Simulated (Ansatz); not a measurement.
The reference is Li in the diamond structure (space group Fd-3m, No. 227; a = 5.878 Å; a hypothetical phase, not in the database extracts checked).

All numbers come from plane-wave PAW DFT at the PBEsol level (Ansatz, a program for electronic structure, 420 eV), spin-orbit coupling left out.

Base values:

| Property | Value |
|---|---|
| Lattice parameter a | 5.878 Å |
| Band gap | zero |

The change: cell and atoms relaxed at a pressure of 5 GPa.

Task: Predict the new lattice parameter a and band gap.

Result: The lattice parameter a decreases by 0.814 Å to 5.064 Å; the band gap remains zero.

Load acts through the strain it causes; cell and atoms are relaxed under it. Whether these cells are dynamically stable was not tested. Competing high-pressure phases were not computed.
